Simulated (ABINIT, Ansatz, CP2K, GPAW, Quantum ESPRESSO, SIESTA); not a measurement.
# SnSe (Pnma, 8 atoms in the cell) computed with different codes at matched settings

Self-consistent single point.

```
SnSe
1.0
   11.59564     0.00000     0.00000
    0.00000     4.10191     0.00000
    0.00000     0.00000     4.67317
Sn Se
4 4
Direct
  0.61879   0.75000   0.37655
  0.38121   0.25000   0.62345
  0.88121   0.25000   0.87655
  0.11879   0.75000   0.12345
  0.14855   0.25000   0.50918
  0.85145   0.75000   0.49082
  0.35145   0.75000   0.00918
  0.64855   0.25000   0.99082
```

Shared settings, as Ansatz (a quantum-chemistry and plane-wave program) writes them: kpoints.mp_grid.grid = 1 3 3; scf.occupations.method = fixed. Potentials and cutoffs stand in the table.

| code | model | pressure (GPa) | largest force (eV/Å) | gap on the mesh (eV) | cutoff |
|---|---|---|---|---|---|
| SIESTA | LDA PW92, numerical atomic orbitals DZP, PseudoDojo LDA standard norm-conserving potentials (rewritten from UPF to PSML) | -0.46 | 0.441 | 0.649 | grid 300 Ry |
| Quantum ESPRESSO | LDA (PZ), GBRV 1.5 ultrasoft (LDA) pseudopotentials | -1.70 | 0.180 | 0.647 | 40 Ry |
| ABINIT | LDA (PW92), PAW (JTH v2.0 LDA PAW) | -1.73 | 0.183 | 0.651 | 20 Ha |
| CP2K | LDA (Pade form), GPW, TZVP-MOLOPT-SR-GTH basis, GTH-PADE potentials (GTH_POTENTIALS) | -1.24 | 0.168 | 0.660 | grid 400 Ry |
| Ansatz | LDA (PW92), default PAW files made with PBE | -1.68 | 0.182 | 0.653 | default |
| GPAW | LDA (Perdew-Wang 92), GPAW PAW datasets LDA (gpaw-data 1.0.1) | -1.87 | 0.187 | 0.648 | 550 eV |

Size of the force on each atom (eV/Å): Sizes of forces hide their directions.

```
code                Sn1    Sn2    Sn3    Sn4    Se5    Se6    Se7    Se8
----------------  -----  -----  -----  -----  -----  -----  -----  -----
SIESTA            0.441  0.441  0.441  0.441  0.419  0.419  0.419  0.419
Quantum ESPRESSO  0.115  0.115  0.115  0.115  0.180  0.180  0.180  0.180
ABINIT            0.095  0.095  0.095  0.095  0.183  0.183  0.183  0.183
CP2K              0.113  0.113  0.113  0.113  0.168  0.168  0.168  0.168
Ansatz            0.130  0.130  0.130  0.130  0.182  0.182  0.182  0.182
GPAW              0.138  0.138  0.138  0.138  0.187  0.187  0.187  0.187
```

Gaps are read on the mesh.

The spread over the programs that give each value: pressure within 1.41 GPa; largest force within 0.273 eV/Å; gap on the mesh within 0.013 eV.

SIESTA and CP2K use small atom-centred bases, whose incompleteness enters pressures, forces and empty levels differently from a plane-wave cutoff. Ansatz's pressure is given at a fixed set of plane waves, as the other plane-wave codes print theirs; with its correction for the finite basis it is -1.65 GPa. The same LDA comes in different parametrisations, which differ slightly. In the pressure, SIESTA (by 1.25) lies more than 1 GPa from the median of the plane-wave programs. In the force vectors, SIESTA (by 0.559) lies more than 0.08 eV/Å from the median of the plane-wave programs.

The shared mesh is coarse (it stands for a supercell whose shortest vector is 12 Å), so the values are not converged in it.

The starting cell comes from a database of computed structures (which also holds hypothetical and non-ambient phases and stackings), without a prior relaxation at this level. Its lattice was rescaled by a random factor within 2.5 % of one.

Left out of this page: Elk (unsound by tests on forces, stress, charge or solver warnings).

Keys are those of Ansatz 0.2.
